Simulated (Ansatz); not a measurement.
MoS2 with two functionals, pressure 1.5 GPa

Take MoS2 in the 3R-MoS2 type structure (space group R3m, No. 160; a = 3.153 Å, c = 17.994 Å (hexagonal axes); layered, stacked along the Cartesian z axis) as the base.

(Cell as relaxed with PBE-D3(BJ).)

Levels (all Ansatz, a first-principles code, PAW, earlier PAW set): PBE-D3(BJ) (420 eV, no SOC); r2SCAN+rVV10 (500 eV, no spin-orbit coupling).

Each level relaxes its own structure.

```csv
base,PBE-D3(BJ),r2SCAN+rVV10
volume per atom,17.22 Å³,18.03 Å³
lattice parameter a,3.153 Å,3.175 Å
band gap,0.77 eV,1.02 eV
```

Perturbation: cell and atoms relaxed at a pressure of 1.5 GPa.

```csv
quantity,PBE-D3(BJ),r2SCAN+rVV10
band gap,0.65 eV,0.90 eV
smallest direct gap,1.80 eV,1.83 eV
lattice parameter a,3.141 Å,3.164 Å
hole mass,"1.1 mₑ along k, 0.51 mₑ across (at T)","0.90 mₑ along k, 0.59 mₑ across (at T)"
```

PBE-D3(BJ)'s band gap lies 0.25 eV below r2SCAN+rVV10's; PBE-D3(BJ)'s smallest direct gap lies 0.03 eV below r2SCAN+rVV10's; PBE-D3(BJ)'s lattice parameter a lies 0.023 Å below r2SCAN+rVV10's (0.7 %). Neither level is exact; r2SCAN+rVV10 is the comparison here, not a measurement.

Load acts through the strain it causes; cell and atoms are relaxed under it. Masses are band curvatures over ±0.01 Å⁻¹ around the edge. Along k means along the line from Γ to the band edge. No phonon test of stability was made.
